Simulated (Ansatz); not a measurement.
V_Ga in wurtzite GaN: one set of geometries, relaxed with PBE, evaluated in Ansatz (PAW, plane waves to 420 eV, 500 eV under r2SCAN) with PBE, r2SCAN.

Details: 192-site cell; 2×2×2 shifted k-points; start: the Ga site; charged states image-corrected; finite-size errors of tenths of an eV; flagged in the runs: a host whose relaxation on this sampling wasn't shown to rest.

```tsv
quantity	PBE	r2SCAN
host gap (eV)	1.71	(withheld)
neutral formation energy against alpha gallium (eV)	7.00	(withheld)
largest moment on one atom at charge 0 (μB)	0.45	(withheld)
```

Task: Given the lower rungs, what does r2SCAN give?

Result: 
- host gap (eV), r2SCAN: 2.11
- neutral formation energy against alpha gallium (eV), r2SCAN: 7.33
- largest moment on one atom at charge 0 (μB), r2SCAN: 0.51

Ansatz is a first-principles code.
